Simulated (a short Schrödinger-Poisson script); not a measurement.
From a short Schrödinger-Poisson script (our own, NumPy): 1D Poisson equation in equilibrium, electrons quantum, Hartree plus LDA exchange-correlation (BenDaniel-Duke, 40 states a valley, the channel's in-plane mass for all, wave functions free to enter the barrier), parabolic valleys, classical holes, donors ionised by Fermi statistics, acceptors fully, no traps, pinning or gate leakage.

System: gated Al0.33Ga0.67As/GaAs modulation-doped gas, at 77 K.

From the gate side: 10 nm Al0.33Ga0.67As; 20 nm Al0.33Ga0.67As, donors 6.1e17 cm⁻³; 40 nm Al0.33Ga0.67As; 6000 nm GaAs, acceptors 3e14 cm⁻³.

The device is made up for the run: typed textbook-type constants, with dimensions and the other settings drawn at random. Al0.33Ga0.67As: permittivity 11.96, conduction-band edge (eV) 0.261, gap (eV) 1.836, electron mass (mₑ) 0.0944, Nv at 300 K (cm⁻³) 9e18. GaAs: permittivity 12.9, conduction-band edge (eV) 0, gap (eV) 1.424, Nv at 300 K (cm⁻³) 9e18.

Channel valleys (confinement mass, in-plane density-of-states mass, number): Γ 0.067, 0.067, 1. At the gate the conduction-band edge of layer 1 lies 0.91 eV − eVg above the Fermi level of the channel; the field vanishes at the back. Donor level 0.05 eV below the band edge. The barrier under the gate holds no holes. Gaps are held at their typed values at every temperature. Mesh 0.08 nm at interfaces.

**Question.** Give the centroid of the channel electrons at Vg = 0.5 V (nm); the sheet density of all electrons at Vg = 0.5 V (cm⁻²); the capacitance at Vg = 0.5 V (μF/cm²).

**Answer.** centroid of the channel electrons at Vg = 0.5 V (nm): 9.79; sheet density of all electrons at Vg = 0.5 V (cm⁻²): 1.11e11; capacitance at Vg = 0.5 V (μF/cm²): 0.133.
